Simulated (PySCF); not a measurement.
PySCF 2.14.0, HF/def2-tzvp, df: V(O)(Cl)(OH)2 ([O]=[V]([OH])([OH])[Cl]), 7 atoms. The geometry is a generated start, not checked to be a minimum at this level.

```
Quantity                      Result
-------------------  ---------------
task                          energy
method                            hf
basis                      def2-tzvp
two-electron scheme  density fitting
mol.max_memory               3000 MB
mf.max_cycle                     100
mf.conv_tol          1e-09 (default)
basis functions                  187
```

```xyz
7

V      0.2639     0.0290     0.0007
O      1.2631     0.7992    -0.8421
Cl     1.4553    -0.9676     1.3240
O     -0.4824    -1.1051    -0.8810
H     -0.7299    -1.5608    -1.6892
O     -0.6735     1.0060     0.8745
H     -1.0965     1.7993     1.2131
```

Charge 0 and multiplicity 1 are set for this test and not shown to be the ground state.

With the defaults (mf.DIIS = CDIIS, mf.diis = true, mf.init_guess = minao, mf.damp = 0, mf.diis_start_cycle = 1, mf.diis_space = 8) it converges in 18 Fock builds. One run each on 2 threads, 1 BLAS thread, with these changes:
- mf.init_guess = atom
- mf.diis_space = 12
- mf.DIIS = ADIIS
- mf.DIIS = EDIIS
- mf.init_guess = 1e
- mf.damp = 0.7, mf.diis_start_cycle = 8
- mf.damp = 0.3, mf.diis_start_cycle = 4
- mf.diis = false
- mf.diis_space = 3

Task: Name the settings that don't reach the solution of the defaults.

Result: No convergence: mf.DIIS = EDIIS; mf.diis = false (the run ends without SCF convergence in 100 cycles). The rest reach the solution of the defaults.

| setting | Fock builds | end |
|---|---|---|
| the defaults | 18 | same solution |
| mf.init_guess = atom | 18 | same solution |
| mf.diis_space = 12 | 18 | same solution |
| mf.init_guess = 1e | 21 | same solution |
| mf.damp = 0.3, mf.diis_start_cycle = 4 | 21 | same solution |
| mf.damp = 0.7, mf.diis_start_cycle = 8 | 22 | same solution |
| mf.diis_space = 3 | 30 | same solution |
| mf.DIIS = ADIIS | 34 | same solution |
| mf.DIIS = EDIIS | 101 | no convergence |
| mf.diis = false | 101 | no convergence |
